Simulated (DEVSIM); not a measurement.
Device: Ru/Al2O3/n-Si capacitor, at 300 K.

```csv
layer (left to right),material,thickness (nm),Nd (cm⁻³)
1,Al2O3,8.00,-
2,Si,660,7.6e17
```

Metal gate on the left, work function 4.7 eV. Fixed charge at the semiconductor interface -4e10 cm⁻² (in units of +e); no interface traps.

The device is made up for the run: typed textbook-type constants, with dimensions and the other settings drawn at random. Values at 300 K.

| parameter | Al2O3 | Si |
|---|---|---|
| gap (eV) | 6.8 | 1.124 |
| affinity (eV) | 1.35 | 4.05 |
| permittivity | 9 | 11.7 |
| Nc (cm⁻³) | - | 2.86e19 |
| Nv (cm⁻³) | - | 3.1e19 |

Simulated with DEVSIM: 1D Poisson equation in equilibrium, Boltzmann statistics, complete ionisation; no quantum confinement or tunnelling. Metal contacts follow the ideal Schottky-Mott rule: no Fermi-level pinning, no interface dipoles.

The Al2O3 thickness was swept, all else fixed.

| Al2O3 thickness (μm) | capacitance of the dielectric stack (μF/cm²) | minimum of the low-frequency capacitance (μF/cm²) | threshold voltage (band bending 2φF) (V) |
|---|---|---|---|
| 0.0032 | 2.49 | 0.259 | -0.57 |
| 0.0044 | 1.81 | … | … |
| 0.0056 | 1.42 | 0.238 | -0.71 |
| 0.0068 | 1.17 | 0.232 | -0.79 |
| 0.008 | 0.996 | 0.222 | -0.86 |
| 0.0096 | 0.830 | 0.212 | -0.95 |

### Question
Some entries are withheld; supply them.

### Answer

- 0.0044, minimum of the low-frequency capacitance (μF/cm²): 0.247
- 0.0044, threshold voltage (band bending 2φF) (V): -0.64
